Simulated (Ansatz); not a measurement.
Consider this model of amorphous Ta18O18N18.

```
TaNO
1.0
    9.04814     0.00000     0.00000
    0.00000     9.04814     0.00000
    0.00000     0.00000     9.04814
Ta O N
18 18 18
Direct
  0.29382   0.20001   0.19199
  0.30282   0.84308   0.15311
  0.63781   0.08310   0.08925
  0.62452   0.32640   0.34498
  0.19372   0.14630   0.60784
  0.61073   0.99358   0.70049
  0.84640   0.06672   0.43026
  0.30046   0.82813   0.75656
  0.90458   0.30902   0.11571
  0.95060   0.00204   0.84317
  0.91390   0.41158   0.51527
  0.91158   0.70524   0.12895
  0.65392   0.70183   0.34892
  0.44874   0.30922   0.83386
  0.43456   0.93925   0.43090
  0.57804   0.68402   0.93166
  0.96352   0.62972   0.79787
  0.07026   0.74337   0.42342
  0.03070   0.95859   0.43547
  0.93822   0.51193   0.04094
  0.25870   0.79659   0.53734
  0.11455   0.30344   0.17562
  0.28427   0.31352   0.69262
  0.17819   0.65853   0.79887
  0.07390   0.51678   0.44956
  0.83023   0.00363   0.66561
  0.64289   0.17821   0.49624
  0.75423   0.65430   0.82448
  0.95585   0.72777   0.62205
  0.41992   0.34141   0.30512
  0.66534   0.94967   0.91177
  0.28011   0.11214   0.41325
  0.62099   0.20131   0.78440
  0.18772   0.01495   0.13655
  0.51918   0.78439   0.72908
  0.92274   0.43686   0.72777
  0.77975   0.01772   0.22752
  0.13019   0.72092   0.21560
  0.69408   0.50582   0.44339
  0.95607   0.82145   0.95734
  0.49178   0.50202   0.89862
  0.40417   0.02315   0.65082
  0.68302   0.68133   0.13178
  0.86543   0.27587   0.34132
  0.43674   0.75381   0.31795
  0.39465   0.21073   0.00603
  0.64232   0.89854   0.48190
  0.46923   0.02497   0.22289
  0.67809   0.29574   0.12918
  0.38161   0.80507   0.96558
  0.99672   0.21430   0.56943
  0.86950   0.73860   0.34242
  0.91397   0.16306   0.96951
  0.15326   0.99764   0.77176
```

Methods: PBE, scalar-relativistic without spin-orbit coupling (Ansatz, an electronic-structure program); r2SCAN, scalar-relativistic without spin-orbit coupling (Ansatz). Neutral PBE cell, which sets geometry, pressure and energy: sampling: a 2×2×2 Γ-centred mesh; Fermi-Dirac width 0.02 eV; no spin polarisation.

Preparation: random packing, a CHGNet melt and quench, and a DFT relaxation. O and N atoms were pushed apart under 1.9 Å during the dynamics, to hinder bonds among them. It is the lowest in DFT energy of 2 quenches. It is a model cell: composition and starting density were chosen by hand, and all elements were melted together. No dispersion term was used. Its density started from a set value of 8.51 and ended at 8.51 g/cm³. The quench (nominally 150 K/ps over its main leg) was far faster than any real one, so the model tends to hold more defects than a real film. One small periodic cell is one sample of the glass; other quenches scatter about these values. The volume was held where the preparation left it.

Q: Give the pressure and the spacing of the highest filled and lowest empty levels.

A: 
```json
{
  "Pressure on a 2×2×2 Γ-centred mesh": "4.14 GPa",
  "Largest force and stress component on that mesh (the relaxation ran on the zone centre alone)": "0.27 eV/Å and 5.2 GPa",
  "Gap on a 2×2×2 Γ-centred mesh (PBE)": "1.54 eV",
  "Gap at the zone centre (PBE)": "1.84 eV",
  "Gap at the zone centre (r2SCAN)": "2.09 eV",
  "Distance between the nearest levels spread over more than a fifth of the atoms or a third of the atoms of their main element (six at least) (PBE, zone centre)": "1.84 eV"
}
```

Q: At PBE and the zone centre, how localised are the states just below and above the Fermi level (participation number: the atoms over which a state spreads)?

A: The highest filled state is spread over 10.4 atoms' worth, largest on N37, with weights by element (charge in smoothed Voronoi cells) N 0.77, Ta 0.14, O 0.09. The lowest empty state is spread over 22.5 atoms' worth, largest on Ta2, with weights by element (charge in smoothed Voronoi cells) Ta 0.60, N 0.24, O 0.16.

Cut-offs for bonds: Ta-Ta 3.12 Å, Ta-O 2.34 Å, Ta-N 2.66 Å, O-O 1.58 Å, O-N 1.64 Å, N-N 1.70 Å. Two cations that share two anions don't count as bonded, nor two that share one unless they lie closer than Ta-Ta 3.04 Å.

Added carriers, by PBE, scalar-relativistic without spin-orbit coupling run with Ansatz on the zone centre alone. Charged cells keep the cell fixed and stand in a uniform background, with no image correction, at a width of 0.01 eV; where the count is odd the moment is locked at 1 μB, unless the neutral cell bore moments. Each starts from the undistorted neutral geometry alone. PBE's self-interaction favours spread-out carriers, so it can miss traps that a hybrid finds.

Q: What happens at PBE when the cell takes an extra electron and the atoms relax?

A: Relaxation lowers the charged cell by 0.28 eV. The largest moves are N48 0.15 Å, Ta2 0.13 Å, Ta12 0.13 Å, N45 0.12 Å. The level that holds the added charge spreads over 15.2 atoms' worth, most on Ta15 (weight 0.15): a carrier spread over the cell. No bond crosses its cut-off with a change of over 0.15 Å (metal-metal contacts aside). Made neutral again at that geometry, the cell lies +0.32 eV from the neutral start.

Q: What happens at PBE when the cell takes a hole and the atoms relax?

A: Relaxation lowers the charged cell by 0.33 eV. The largest moves are N52 0.37 Å, O19 0.24 Å, Ta7 0.20 Å, O23 0.17 Å. The level that was emptied spreads over 8.0 atoms' worth, most on N49 (weight 0.22): a partly localised carrier. Bonds formed: Ta7-N52. Made neutral again at that geometry, the cell lies +0.40 eV from the neutral start.

A PBE run started with 1 μB on atoms that lack a bond or may hold spare charge lost its moments; other starts weren't tried.
